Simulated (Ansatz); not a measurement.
**Effect of tensor shear ε_xy = −3.19 % on GaPt3**

Consider GaPt3 in the Cu3Au type structure (space group Pm-3m, No. 221; a = 3.8909 Å; a cell from a computed database, its experimental status unchecked; relaxed with 0.1 eV smearing). Axes: x, y, z lie along the cube axes.

Perturbation: tensor shear ε_xy = −3.19 % (engineering shear γ = -0.0638); the atoms relax in the strained cell.

All numbers come from plane-wave PAW DFT at the PBEsol level (Ansatz, a first-principles code, 420 eV), scalar-relativistic without spin-orbit coupling. k-mesh 15×15×15 (Γ-centred); smearing 0.1 eV (Fermi–Dirac).

```csv
quantity,base,changed,shift
volume per atom,14.73 Å³,14.71 Å³,-0.015 Å³
space group,Pm-3m (No. 221),Cmmm (No. 65),–
energy relative to the base (free energy F),0 meV/atom,+21 meV/atom,+21 meV/atom
band gap,zero,zero,–
"stress (xx, yy, zz, yz, xz, xy; compression positive)",–,"(1.9, 1.9, -0.1, 0.0, 0.0, 7.2) GPa",–
```

No phonon test of stability was made. The base started in P4/mbm and relaxed to Pm-3m at this level. All final runs are without spin polarisation.
